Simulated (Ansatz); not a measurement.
Take Cu3N (space group Pm-3m, No. 221; a = 3.7209 Å) as the base. Axes: x, y, z lie along the cube axes.

Calculations: Ansatz (a first-principles code) LDA, no SOC.

Base values:

| Quantity | Value |
|---|---|
| Volume per atom | 12.88 Å³ |
| Pressure | 0.0 GPa |

One thing is altered: tensile biaxial strain of 0.60 % in the plane normal to [001], as in epitaxy on a mismatched substrate; the out-of-plane cell vector and the atoms relax.

Q: How does this affect the volume per atom, energy relative to the base and pressure?

A: The volume per atom grows by 0.12 Å³ to 13.00 Å³; the energy goes up by 1.0 meV/atom; the pressure (mean of the normal stresses, compression positive) goes from zero to -1.4 GPa.

No phonon test of stability was made. All final runs are without spin polarisation.
